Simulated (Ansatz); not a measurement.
**A short convergence ladder for YCu5 (P6/mmm, 6 atoms in the cell)**

```yaml
crystal:
  lattice:
    - [4.98769, 0.00000, 0.00000]
    - [-2.49385, 4.31947, 0.00000]
    - [0.00000, 0.00000, 4.02142]
  atoms:
    - { symbol: Y, position: [0.00000, 0.00000, 0.00000] }
    - { symbol: Cu, position: [0.33333, 0.66667, 0.00000] }
    - { symbol: Cu, position: [0.66667, 0.33333, 0.00000] }
    - { symbol: Cu, position: [0.50000, 0.00000, 0.50000] }
    - { symbol: Cu, position: [0.50000, 0.50000, 0.50000] }
    - { symbol: Cu, position: [0.00000, 0.50000, 0.50000] }
```

Base method: LDA (PW92), default PAW files made with PBE (plane waves; Ansatz, an electronic-structure program).

Base settings: basis.ecutwfc = 30.9 Ry; kpoints.mp_grid.grid = 8 8 8; hamiltonian.xc = lda; hamiltonian.pseudopotentials = {kind: paw} (the program's default PAW files); scf.occupations.method = fermi_dirac; scf.occupations.width = 0.0073 Ry.

Core times come from one kind of shared machine, to one figure; runs under 30 s give none.

**Zone-centre phonons against the cutoff**

In this ladder: phonons.method = dfpt.

The mesh stays at the base's, so the ladder's end is converged at best in this setting alone.

Frequencies are those of the unrelaxed cell, without the LO-TO term of polar crystals.

Only quantities that move along the ladder and can be compared are tabulated.

```csv
basis.ecutwfc,highest zone-centre frequency (cm⁻¹),lowest optical frequency (cm⁻¹),core time / last (rough)
15.4 Ry,273.6,70.5,0.5
21.7 Ry,240.6,54.7,0.7
26.1 Ry,261.9,53.2,0.8
30.9 Ry,259.6,53.0,1
```

Coarsest basis.ecutwfc that holds the highest zone-centre frequency within 10 cm⁻¹ of the last step, with all finer ones: 26.1 Ry; the step before is off by 19 cm⁻¹.

Coarsest basis.ecutwfc that holds the lowest optical frequency within 10 cm⁻¹ of the last step, with all finer ones: 21.7 Ry; the step before is off by 17 cm⁻¹.

On the base run: the starting cell comes from a database of computed structures (which also holds hypothetical and non-ambient phases and stackings), without a prior relaxation at this level. Its lattice was rescaled by up to half a per cent. Spin polarisation is off. In the base run, with a pressure of about -6 GPa the cell is away from its equilibrium volume at this level.

Keys are those of Ansatz 0.2.
